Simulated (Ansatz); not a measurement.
**Lattice parameter c of BeSe (model structure, started from the PtS type, P4₂/mmc, No. 131, 4 atoms in the cell) at several levels of theory**

No measured value is used here.

```csv
level (code),value (Å)
PBE (Ansatz),…
PBEsol (Ansatz),6.220
PBE-D3(BJ) (Ansatz),6.220
```

Problem. Some entries are withheld; supply them.

Solution. 
- PBE (Ansatz, an electronic-structure program), value (Å): 6.276

Ansatz's density-functional and Hartree–Fock values are scalar-relativistic unless marked +SOC, with PAW data made under PBE.

A model structure was made by putting elements into a prototype or built by hand; it is no filed structure, need not be a known phase, and can be a saddle point held by its symmetry.
